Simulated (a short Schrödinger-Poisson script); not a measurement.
System: MOS inversion layer, Si3N4 on p-type Si(100), at 300 K.

| layer | material | thickness (nm) | Na (cm⁻³) |
|---|---|---|---|
| 1 | Si3N4 | 4.7 | - |
| 2 | Si | 750 | 3.3e17 |

Constants are typed, rounded textbook-type inputs, not results; the design itself was drawn at random and stands for no fabricated device. Si3N4: permittivity 7.5, conduction-band edge (eV) 1.95, gap (eV) 5.1, electron mass (mₑ) 0.5. Si: permittivity 11.7, conduction-band edge (eV) 0, gap (eV) 1.124, Nv at 300 K (cm⁻³) 3.1e19.

Channel valleys (confinement mass, in-plane density-of-states mass, number): Δ2 0.916, 0.19, 2; Δ4 0.19, 0.417, 4. At the gate the conduction-band edge of layer 1 lies 2.43 eV − eVg above the Fermi level of the channel; the field vanishes at the back. Gaps are held at their typed values at every temperature. Mesh 0.03 nm at interfaces.

From a short Schrödinger-Poisson script (our own, NumPy): 1D Poisson equation in equilibrium, electrons quantum, Hartree (BenDaniel-Duke, 12 states a valley, the channel's in-plane mass for all, wave functions free to enter the dielectric), parabolic valleys, classical holes, full ionisation, no traps, pinning or gate leakage.

The same stack at other levels of the model or other numerical settings:

```json
[
 {"run": "base", "sheet density of all electrons at Vg = 2.2 V (cm⁻²)": "1.08e13", "sheet density of all electrons at Vg = 1 V (cm⁻²)": "1.84e12", "capacitance at Vg = 2.2 V (μF/cm²)": "1.25", "centroid of the channel electrons at Vg = 2.2 V (nm)": "1.34", "rough cost against the base": "about 1"},
 {"run": "electrons treated as classical, Boltzmann", "sheet density of all electrons at Vg = 2.2 V (cm⁻²)": "…", "sheet density of all electrons at Vg = 1 V (cm⁻²)": "…", "capacitance at Vg = 2.2 V (μF/cm²)": "1.37", "centroid of the channel electrons at Vg = 2.2 V (nm)": "0.40", "rough cost against the base": "0.02"},
 {"run": "electrons treated as classical, Fermi-Dirac", "sheet density of all electrons at Vg = 2.2 V (cm⁻²)": "1.19e13", "sheet density of all electrons at Vg = 1 V (cm⁻²)": "…", "capacitance at Vg = 2.2 V (μF/cm²)": "1.31", "centroid of the channel electrons at Vg = 2.2 V (nm)": "0.60", "rough cost against the base": "0.1"},
 {"run": "mesh six times as coarse", "sheet density of all electrons at Vg = 2.2 V (cm⁻²)": "1.08e13", "sheet density of all electrons at Vg = 1 V (cm⁻²)": "1.83e12", "capacitance at Vg = 2.2 V (μF/cm²)": "1.24", "centroid of the channel electrons at Vg = 2.2 V (nm)": "1.34", "rough cost against the base": "0.2"},
 {"run": "one subband a valley", "sheet density of all electrons at Vg = 2.2 V (cm⁻²)": "1.08e13", "sheet density of all electrons at Vg = 1 V (cm⁻²)": "1.83e12", "capacitance at Vg = 2.2 V (μF/cm²)": "1.25", "centroid of the channel electrons at Vg = 2.2 V (nm)": "1.31", "rough cost against the base": "0.4"}
]
```

**Question.** Some entries are withheld; supply them.

**Answer.** 
- electrons treated as classical, Fermi-Dirac, sheet density of all electrons at Vg = 1 V (cm⁻²): 2.36e12
- electrons treated as classical, Boltzmann, sheet density of all electrons at Vg = 1 V (cm⁻²): 2.42e12
- electrons treated as classical, Boltzmann, sheet density of all electrons at Vg = 2.2 V (cm⁻²): 1.24e13

The classical rows ignore confinement, and Boltzmann statistics overrate the density once the band edge passes the Fermi level.
